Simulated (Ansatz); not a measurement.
# YC2 (I4/mmm): band-structure transport figures

Data:

```
YC2
1.0
   -1.81110     1.81110     3.07705
    1.81110    -1.81110     3.07705
    1.81110     1.81110    -3.07705
Y C
1 2
Direct
  0.00000   0.00000   0.00000
  0.60559   0.60559   0.00000
  0.39441   0.39441   0.00000
```

Level of theory: PBEsol, rigid bands (plane waves, PAW, scalar-relativistic; Ansatz, a first-principles code). Cell: cell and atoms relaxed with PBEsol.

```json
{
  "density of states at the Fermi level": "0.758 states/(eV·cell), both spins",
  "bare Sommerfeld coefficient": "0.60 mJ/(mol of atoms·K²)",
  "drude_plasma_energy": "6.6 (x), 6.6 (y), 7.9 (z) eV",
  "root-mean-square Fermi velocity": "1.0e6 m/s",
  "resistivity times τ": "11.2 (x), 11.2 (y), 7.8 (z) ×10⁻²² Ω·m·s"
}
```

A metal at this level (no band gap); rigid bands, thermally averaged at 300 K, both spins. Spin-orbit coupling is left out. τ is one relaxation time for all states.

Formula and space group known from diffraction (Crystallography Open Database), not checked to be the room-temperature form: YC2 (I4/mmm).
